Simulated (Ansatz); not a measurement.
Ansatz (a first-principles code), DFT, PBE, plane waves, its default PAW files: unreconstructed Ge(100) slab of 8 layers, 1x1, atoms displaced (Ge8), unrelaxed, 8 atoms. Basis and mesh were picked for this test and aren't claimed converged.

| Item | Value |
|---|---|
| cell | 4.00, 4.00, 19.90 Å; 90, 90, 90° |
| distance to the nearest atom | 2.36 to 2.45 Å |
| task | single point |
| k mesh | 6×6×1 |
| hamiltonian.xc | pbe |
| kind of files | paw |
| scf.occupations.method | fermi_dirac |
| scf.occupations.width | 0.1 eV |
| scf.initial_density.chi_scale | 0.1 |
| output.forces | true |
| binding of workers (--pin) | off |
| k-point pools (--kpoint-pools) | 1 |
| memory maximum (--max-ram) | 8GiB |
| accuracy | medium (default) |
| basis.precision | auto (default) |
| basis.xc_grid | 2 (default) |
| scf.eigensolver.kind | auto (default) |
| scf.convergence.dr2_threshold | 1e-07 (default) |
| scf.lower_state_search | light (default) |
| k-points after symmetry | 20 |
| bands at the start | 64 |
| electrons | 112 |
| plane waves at Γ | 6235 |
| cutoff (eV) | 420 |
| FFT grid | 27×27×135 |
| symmetry operations | 1 |

Settings of this run: scf.mixing.algorithm = auto, scf.mixing.preconditioner = kerker, scf.algorithm = auto; 4 threads.

| iteration | dr2 (eV) | Hψ |
|---|---|---|
| 1 | 3.27e0 | 6094 |
| 2 | 1.54e0 | 1282 |
| 3 | 1.10e-1 | 1584 |
| 4 | 8.32e-2 | 1991 |
| 5 | 5.68e-2 | 1987 |
| 6 | 4.22e-2 | 1277 |
| 7 | 2.23e-2 | 1341 |
| 8 | 1.11e-2 | 1519 |
| 9 | 6.81e-3 | 2082 |
| 10 | 4.12e-3 | 2650 |
| 11 | 1.14e-3 | 1471 |
| 12 | 2.90e-4 | 2036 |
| 13 | 9.63e-5 | 2251 |
| 14 | 2.97e-5 | 2422 |
| 15 | 1.12e-5 | 2431 |
| 16 | 2.67e-6 | 2430 |
| 17 | 7.59e-7 | 1564 |
| 18 | 2.56e-7 | 2427 |
| 19 | 1.19e-7 | 4141 |
| 20 | 6.65e-8 | 3561 |

It converged after 20 SCF iterations (all cycles of the run, searches included).

Which change of one setting makes this cycle converge in far fewer steps?

One answer among several that fit: scf.mixing.preconditioner = auto (default) (9 SCF iterations (all cycles of the run, searches included)) or scf.mixing.preconditioner = ldos (9 SCF iterations (all cycles of the run, searches included)), all else kept. The other changes of this size gave: scf.mixing.preconditioner = local_kerker (13); scf.mixing.preconditioner = none (15); scf.mixing.preconditioner = kerker_dos (15); scf.mixing.algorithm = broyden (19). The first change moves the result by: energy under 0.001 meV/atom, forces (largest component) 0.028 meV/Å. Counts are of single runs.

Keys are those of Ansatz 0.2.
